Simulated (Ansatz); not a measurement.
**How the lattice parameter a of Sb₂Se₃ (model structure, started from the A-La2O3 type, P-3m1, No. 164, 5 atoms in the cell) moves with the method**

No measured value is used here.

```tsv
level (code)	value (Å)
PBE (Ansatz)	?
PBEsol (Ansatz)	4.004
PBE-D3(BJ) (Ansatz)	4.010
```

Task: Complete the blanks.

Result: 
- PBE (Ansatz, a program for electronic structure), value (Å): 4.070

Ansatz's density-functional and Hartree–Fock values are scalar-relativistic unless marked +SOC, with PAW data made under PBE.

A model structure was made by putting elements into a prototype or built by hand; it is no filed structure, need not be a known phase, and can be a saddle point held by its symmetry.
